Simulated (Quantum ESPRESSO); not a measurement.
Input and output of a self-consistent single point for TiAs (P6_3/mmc, 4 atoms in the cell) (Quantum ESPRESSO).

Computed with LDA (PZ), GBRV 1.5 ultrasoft (LDA) pseudopotentials (plane waves; Quantum ESPRESSO).

```yaml
crystal:
  lattice:
    - [3.59875, 0.00000, 0.00000]
    - [-1.79937, 3.11661, 0.00000]
    - [0.00000, 0.00000, 6.33191]
  atoms:
    - { symbol: Ti, position: [0.66667, 0.33333, 0.75000] }
    - { symbol: Ti, position: [0.33333, 0.66667, 0.25000] }
    - { symbol: As, position: [0.00000, 0.00000, 0.50000] }
    - { symbol: As, position: [0.00000, 0.00000, 0.00000] }
```

Reference input (self-consistent single point, DFT, LDA (PZ), plane waves, GBRV 1.5 ultrasoft (LDA) pseudopotentials): ecutwfc = 50 Ry; ecutrho = 400 Ry; occupations = smearing; smearing = marzari-vanderbilt; degauss = 0.0036749 Ry; potentials = {Ti: ti_lda_v1.4.uspp.F.UPF, As: as_lda_v1.uspp.F.UPF}; K_POINTS = automatic 9 9 4 0 0 0; conv_thr = 1e-11 Ry; mixing_beta = 0.3. This run's input differs from it in these lines:

```diff
@@ -31,3 +31,3 @@
 K_POINTS automatic
-9 9 4  0 0 0
+7 7 4  0 0 0
 CELL_PARAMETERS angstrom
```

Output (repeated stretches shortened):

```
     Self-consistent Calculation

     iteration #  1     ecut=    50.00 Ry     beta= 0.30

     negative rho (up, down):  1.135E-03 0.000E+00

     total energy              =    -318.10414396 Ry
     estimated scf accuracy    <       0.88884767 Ry

     iteration #  2     ecut=    50.00 Ry     beta= 0.30

     negative rho (up, down):  1.016E-03 0.000E+00

     total energy              =    -318.30172189 Ry
     estimated scf accuracy    <       0.07325266 Ry

     iteration #  3     ecut=    50.00 Ry     beta= 0.30

     negative rho (up, down):  7.863E-04 0.000E+00

     total energy              =    -318.30316082 Ry
     estimated scf accuracy    <       0.01619908 Ry

   [... 21 blocks of this kind left out ...]

     iteration # 25     ecut=    50.00 Ry     beta= 0.30

     negative rho (up, down):  7.316E-04 0.000E+00

     total energy              =    -318.30923472 Ry
     estimated scf accuracy    <          1.4E-11 Ry

     iteration # 26     ecut=    50.00 Ry     beta= 0.30

     negative rho (up, down):  7.316E-04 0.000E+00
     End of self-consistent calculation

     the Fermi energy is    11.1267 ev

!    total energy              =    -318.30923472 Ry
     estimated scf accuracy    <          2.9E-13 Ry
     smearing contrib. (-TS)   =      -0.00008605 Ry
     internal energy E=F+TS    =    -318.30914866 Ry

     convergence has been achieved in  26 iterations

     negative rho (up, down):  7.316E-04 0.000E+00

     Forces acting on atoms (cartesian axes, Ry/au):

     atom    1 type  1   force =    -0.00000000    0.00000000    0.00000000
   [... zero for the other atoms too ...]

     Total force =     0.000000     Total SCF correction =     0.000000

     negative rho (up, down):  7.316E-04 0.000E+00
          total   stress  (Ry/bohr**3)                   (kbar)     P=      -74.06
  -0.00052970   0.00000000  -0.00000000          -77.92        0.00       -0.00
   0.00000000  -0.00052970   0.00000000            0.00      -77.92        0.00
   0.00000000  -0.00000000  -0.00045088            0.00       -0.00      -66.33

   JOB DONE.
```

The run converged in 26 iterations. Against the reference run the free energy goes up by 2.0 meV/atom and the pressure stays near -7.41 GPa while the zz stress (positive for compression) goes from -7.39 to -6.63 GPa.

The starting cell comes from a database of computed structures (which also holds hypothetical and non-ambient phases and stackings), without a prior relaxation at this level. Spin polarisation is off, so a magnetic state, if there is one, cannot be reached. With a pressure of about -7 GPa the cell is away from its equilibrium volume at this level.

Cost on one core of a shared machine: roughly 90 s.
